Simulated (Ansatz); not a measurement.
**MgO, response to strain**

The reference is MgO in the rock salt structure (space group Fm-3m, No. 225).

```xyz
2
Lattice="0.0000 2.1070 2.1070 2.1070 0.0000 2.1070 2.1070 2.1070 0.0000" Properties=species:S:1:pos:R:3 pbc="T T T"
Mg     0.0000     0.0000     0.0000
O      2.1070     2.1070     2.1070
```

Cartesian axes are those of the cell as printed.

Strains are applied to the cell and any free atomic positions relax; under biaxial strain the out-of-plane vector relaxes too.

Method: Ansatz (a program for electronic structure) PBEsol, no spin-orbit coupling.

| biaxial strain, plane normal [001], relaxed out of plane (%) | band gap (eV) |
|---|---|
| -3 | 4.95 |
| -2.5 | 4.89 |
| -2 | 4.84 |
| -1.5 | ? |
| -1 | 4.73 |
| -0.5 | 4.68 |
| 0 | 4.62 |

Q: Fit E_g = E₀ + Dε (ε in %) to the rows shown and predict the withheld row.

A: Least squares on the printed values gives E₀ = 4.62 eV, D = -109 meV per % of strain (largest residual 0.00 eV); this predicts 4.79 eV, and the run gives 4.78 eV, in agreement.

No phonon test of stability was made.
